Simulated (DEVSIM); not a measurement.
System: illuminated Si n-on-p cell, one wavelength, with a back-surface field, at 300 K.

Layer 1 from the left is Si, thickness (μm) 0.600, Nd (cm⁻³) 6.4e18, τn (s) 2.7e-5, τp (s) 1.6e-5, absorption coefficient (cm⁻¹) 39000. Layer 2 from the left is Si, thickness (μm) 100, Na (cm⁻³) 1.3e17, τn (s) 3.1e-5, τp (s) 3.1e-5, absorption coefficient (cm⁻¹) 39000. Layer 3 from the left is Si, thickness (μm) 1.60, Na (cm⁻³) 3.1e18, τn (s) 3.1e-5, τp (s) 3.1e-5, absorption coefficient (cm⁻¹) 39000.

Left contact: ohmic, minority hole recombination velocity 20000 cm/s. Right contact: ohmic, minority electron recombination velocity 6e5 cm/s. Voltage is applied to the left contact. Recombination: SRH at mid-gap, radiative, Auger. Gap narrowing is on: ΔEg = 6.92 meV × (l + √(l² + 0.5)), l = ln(N/1.3e17 cm⁻³), shared equally by both band edges. Light enters at the left, 2.1e17 photons cm⁻² s⁻¹, one pass, no reflection. Mobility is μmin + (μ − μmin)/(1 + (N/Nref)^α).

This is a model device: material constants are rounded textbook-type values typed into the input, and sizes, dopings and lifetimes were drawn at random. Values at 300 K.

Si: gap (eV) 1.124, affinity (eV) 4.05, permittivity 11.7, Nc (cm⁻³) 2.86e19, Nv (cm⁻³) 3.1e19, μn (cm²/Vs) 1417, μp (cm²/Vs) 470, μn,min 52, μp,min 45, Nref,n 9.7e16, Nref,p 2.2e17, αn 0.68, αp 0.72, B (cm³/s) 4.7e-15, Cn (cm⁶/s) 2.8e-31, Cp (cm⁶/s) 9.9e-32.

Model (solved in DEVSIM): 1D drift-diffusion, Boltzmann statistics, complete ionisation; no tunnelling, impact ionisation, image-force lowering or self-heating.

### Question
What does the simulation give for the potential step across the device at zero bias, the dark forward voltage at 1 A/cm², the fill factor, the open-circuit voltage?

### Answer
potential step across the device at zero bias 0.976 V; dark forward voltage at 1 A/cm² 0.730 V; fill factor 0.84; open-circuit voltage 0.635 V.
